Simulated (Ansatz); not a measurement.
The reference is Ti in the hcp (Mg type) structure (space group P6_3/mmc, No. 194; relaxed with 0.1 eV smearing).

```xyz
2
Lattice="2.9395 0.0000 0.0000 -1.4697 2.5457 0.0000 0.0000 0.0000 4.6539" Properties=species:S:1:pos:R:3 pbc="T T T"
Ti     0.0000     1.6971     3.4904
Ti     1.4697     0.8486     1.1635
```

Cartesian axes are those of the cell as printed.

All numbers come from PBE (Ansatz, a program for electronic structure; PAW; 420 eV plane waves; no spin-orbit coupling), earlier PAW set.

Base values:

The shortest interatomic distance is 2.880 Å.

Modification: uniaxial strain ε_zz = +0.63 %, all other strain components held at zero, atoms relaxed at fixed cell.

**Question.** What happens to the stress, energy relative to the base and shortest interatomic distance?

**Answer.** The stress (xx, yy, zz, yz, xz, xy; compression positive) amounts to (-0.5, -0.5, -1.1, 0.0, 0.0, 0.0) GPa; the energy grows by 0.4 meV/atom; the shortest interatomic distance increases by 0.012 Å (2.880 Å → 2.892 Å).

No phonon test of stability was made. All final runs are without spin polarisation.
